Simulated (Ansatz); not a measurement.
The starting structures come from a database of crystals and need not be the phases stable at ambient conditions.

 Where the default PAW files enter, the runs use the earlier of Ansatz's two default sets.

Tunnelling through a barrier is set by its complex band structure: the current falls as exp(−2κd) with the smallest κ.

Data:

```xyz
4
Lattice="4.0088 0.0000 0.0000 -2.0044 6.6471 0.0000 2.0044 0.6044 3.3517" Properties=species:S:1:pos:R:3 pbc="T T T"
Ga     2.0044     6.5999     0.0082
Ga     0.0000     3.6740     1.6675
P      0.0000     6.0433     1.2568
As     2.0044     3.0202     2.9330
```

Space group of this cell: Cm. The cell is strained (lengths across the current scaled by 1.02, ions clamped); by r2SCAN its mean pressure is -2.9 GPa.

Transport runs along the normal of the first two printed cell vectors.

The gap is the functional's own, uncorrected, and κ follows it; spin-orbit coupling is left out. Mid-gap values are interpolated between the computed energies.

State the band gap and the smallest decay constant κ at mid-gap according to r2SCAN (Ansatz, an electronic-structure program).

Gap 1.13 eV on a 10×10×10 mesh; κ = 0.071 1/Å, at the zone centre.
